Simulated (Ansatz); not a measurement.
The reference is Na in the bcc (W type) structure (space group Im-3m, No. 229; a = 4.171 Å).

Calculations: PBEsol (Ansatz, an electronic-structure program, PAW, spin-orbit coupling left out).

Before the change:

```
Property                         Value
-----------------------------  -------
Shortest interatomic distance  3.612 Å
```

It is then changed as follows: hydrostatic tension (pressure −1 GPa).

Problem. Estimate the effect on the shortest interatomic distance.

Solution. The shortest interatomic distance goes up by 0.215 Å to 3.827 Å.

Load acts through the strain it causes; cell and atoms are relaxed under it. Stability against distortions was not tested.
